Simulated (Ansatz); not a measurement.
Consider Au-vacancy pair (Au on one host W site, one W site vacant) in bcc W, neutral cell. All values below come from PBE, PAW (plane waves to 420 eV; Ansatz, a program for electronic structure).

Settings: 36 host sites, the relaxed PBE lattice, a 2×2×3 k-point mesh shifted by half a step, smearing 0.10 eV, spin-restricted, no image-charge correction. Static, classical nuclei. Spin-orbit coupling is left out. Forms of the defect that were not tried may lie lower.

Barriers: single points on a 3×3×5 k-point mesh shifted by half a step at the bands' geometries.

The step: Au and the vacancy change places (Au-vacancy distance between ideal sites 2.76 Å throughout). Atoms about the jump, Cartesian Å from the middle of the jump, before and after:

```
atom     x0     y0     z0     x1     y1     z1
----  -----  -----  -----  -----  -----  -----
Au1   -0.57  -0.57  -0.57   0.57   0.57   0.57
W2     0.83  -2.44   0.82   0.78  -2.36   0.77
W3     2.36  -0.78  -0.77   2.44  -0.83  -0.82
W4    -2.44   0.83   0.82  -2.36   0.78   0.77
W5    -0.78   2.36  -0.77  -0.83   2.44  -0.82
W6     0.83   0.83  -2.47   0.79   0.79  -2.37
W7    -0.79  -0.79   2.37  -0.83  -0.83   2.47
```

Q: Predict the transition state.

A: 
```json
[
 {"atom": "Au1", "x": "0.00", "y": "0.00", "z": "-0.01"},
 {"atom": "W2", "x": "0.82", "y": "-2.45", "z": "0.80"},
 {"atom": "W3", "x": "2.45", "y": "-0.82", "z": "-0.82"},
 {"atom": "W4", "x": "-2.46", "y": "0.82", "z": "0.80"},
 {"atom": "W5", "x": "-0.83", "y": "2.45", "z": "-0.82"},
 {"atom": "W6", "x": "0.82", "y": "0.82", "z": "-2.48"},
 {"atom": "W7", "x": "-0.82", "y": "-0.82", "z": "2.46"}
]
```
It lies 0.57 eV above the start and 0.57 eV above the end. The saddle point's order was not checked, and it lies on a symmetry element of the cell, where a band can be held.
